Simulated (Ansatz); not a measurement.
The reference is ZnS in the zinc blende structure (space group F-43m, No. 216; a = 5.357 Å). Axes: x, y, z lie along the cube axes.

Computed with Ansatz (a first-principles code) PBEsol, no SOC.

Before the change:

The band gap is 2.09 eV and the electron mass is 0.17 mₑ (at Γ).

Perturbation: the cell is stretched by 1.50 % along z with no lateral relaxation; the atoms relax in the strained cell.

Question: Estimate the effect on the band gap.

Answer: The band gap shrinks by 0.083 eV (2.09 eV → 2.00 eV).

Question: What happens to the electron mass?

Answer: The electron mass goes from 0.17 mₑ (at Γ) to 0.16 mₑ (at Γ).

Masses are band curvatures over ±0.01 Å⁻¹ around the edge. Whether these cells are dynamically stable was not tested.
